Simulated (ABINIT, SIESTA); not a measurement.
A SIESTA input for a self-consistent single point of KNaCl2 (R-3m, 4 atoms in the cell) (DFT, LDA PW92, numerical atomic orbitals DZP, PseudoDojo LDA standard norm-conserving potentials (rewritten from UPF to PSML)):

```
# files in the folder: K.psml Na.psml Cl.psml (PseudoDojo LDA standard)
SystemName  KNaCl2
SystemLabel siesta

NumberOfAtoms                4
NumberOfSpecies              3
%block ChemicalSpeciesLabel
  1 19 K
  2 11 Na
  3 17 Cl
%endblock ChemicalSpeciesLabel
LatticeConstant              1.0 Ang
%block LatticeVectors
     2.086320000    1.204537000    6.949490000
    -2.086320000    1.204537000    6.949490000
     0.000000000   -2.409075000    6.949490000
%endblock LatticeVectors
AtomicCoordinatesFormat      Ang
%block AtomicCoordinatesAndAtomicSpecies
     0.000000000   -0.000000500   10.424235000  1
     0.000000000    0.000000000    0.000000000  2
    -0.000000000   -0.000000740   15.437583187  3
     0.000000000   -0.000000260    5.410886813  3
%endblock AtomicCoordinatesAndAtomicSpecies

XC.functional                LDA
XC.authors                   PW92
PAO.BasisSize                DZP
PAO.EnergyShift              0.01 Ry
MeshCutoff                   400 Ry
%block kgrid.MonkhorstPack
    8   0   0  0.0
    0   8   0  0.0
    0   0   8  0.0
%endblock kgrid.MonkhorstPack
OccupationFunction           FD
ElectronicTemperature        10 K

MaxSCFIterations             150
SCF.Mixer.Method             Pulay
SCF.Mixer.Weight             0.1
SCF.Mixer.History            6
SCF.DM.Tolerance             1.0E-05
Diag.ParallelOverK           true
WriteForces                  true
Charge.Mulliken              end
```

Q: Write the same calculation as an input for ABINIT.

A: This is the input that was run; spellings and numerical settings could be chosen otherwise.

```
# KNaCl2, PseudoDojo nc-sr-04 LDA standard
pp_dirpath "./"
pseudos "K.upf, Na.upf, Cl.upf"
acell 3*1.0 Angstrom
rprim
         2.0863199305    1.2045371058    6.9494900464
        -2.0863199305    1.2045371058    6.9494900464
         0.0000000000   -2.4090750147    6.9494899072
natom 4
ntypat 3
znucl 19 11 17
typat 1 2 3 3
xred
         0.5000000000    0.5000000000    0.5000000000
         0.0000000000    0.0000000000    0.0000000000
         0.7404660000    0.7404660000    0.7404660000
         0.2595340000    0.2595340000    0.2595340000
ecut 44
occopt 1
nband 20
kptopt 1
ngkpt 8 8 8
nshiftk 1
shiftk 0 0 0
nstep 50
toldfe 1.0e-09
prtwf 0
prtden 0
prtvol 1
```

Basis settings and potentials, where a program has them, do not carry over. This input uses DFT, LDA (PW92), plane waves, norm-conserving pseudopotentials (PseudoDojo nc-sr-04 LDA standard). LDA parametrisations can differ slightly between programs.

The starting cell comes from a database of computed structures (which also holds hypothetical and non-ambient phases and stackings), without a prior relaxation at this level.
